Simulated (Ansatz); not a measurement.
## Element substitutions in Ge

Take Ge in the diamond structure (space group Fd-3m, No. 227; a = 5.6746 Å) as the base.

Each row replaces one element on all its sites; cell and atoms are relaxed.

Calculations: r2SCAN (Ansatz, a quantum-chemistry and plane-wave program, PAW, no SOC).

Candidates:
(a) Ge → Ru
(b) Ge → Sn
(c) Ge → Pb
(d) Ge → Os

Before the change:

```
Quantity                           Result
-----------------------------  ----------
Shortest interatomic distance  4.643 bohr
```

Task: Order them by shortest interatomic distance, lowest first.

Result: (a) Ge → Ru (4.430 bohr), (d) Ge → Os (4.515 bohr), (b) Ge → Sn (5.373 bohr), (c) Ge → Pb (5.689 bohr)

Whether these cells are dynamically stable was not tested. As relaxed here, Ru and Os are hypothetical phases, not in the database extracts checked. For Pb in this form, whether it has been made was not checked. The final runs are not spin-polarised. This is not the structure that Pb has at room temperature and ambient pressure.
